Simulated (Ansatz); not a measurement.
**Hypothetical P6_422 BP, response to strain**

The parent structure is BP (space group P6_422, No. 181; a hypothetical phase, not in the database extracts checked).

```
BP
1.0
    3.27886     0.00000     0.00000
   -1.63943     2.83957     0.00000
    0.00000     0.00000     6.99543
B P
3 3
Direct
  0.00000   0.50000   0.33333
  0.50000   0.50000   0.66667
  0.50000   0.00000   0.00000
  0.00000   0.50000   0.83333
  0.50000   0.50000   0.16667
  0.50000   0.00000   0.50000
```

Cartesian axes are those of the cell as printed.

Strains are applied to the cell and any free atomic positions relax.

Calculations: PBE in Ansatz (plane waves to 420 eV, PAW, no spin-orbit coupling).

Notes on the quantities. pressure: mean of the normal stresses, compression positive; energy relative to the base: free energy F.

| case | pressure | energy relative to the base | volume per atom |
|---|---|---|---|
| base | 0.0 GPa | 0 meV/atom | 10.86 Å³ |
| isotropic strain −1.32 % | ___ | ___ | 10.43 Å³ |
| tensor shear ε_xz = −1.43 % | 0.1 GPa | +5.6 meV/atom | 10.85 Å³ |
| tensor shear ε_xy = −0.85 % | 0.0 GPa | +1.8 meV/atom | 10.85 Å³ |
| tensor shear ε_xy = −0.74 % | 0.0 GPa | +1.4 meV/atom | 10.85 Å³ |

What belongs in the blanks?


- isotropic strain −1.32 %, pressure: 7.4 GPa
- isotropic strain −1.32 %, energy relative to the base: +9.5 meV/atom

The mesh was chosen for an insulator and is coarse for the gapless case. Whether these cells are dynamically stable was not tested. The base started in P3_121 and relaxed to P6_422 at this level. All final runs are without spin polarisation.

Ansatz is a quantum-chemistry and plane-wave program.
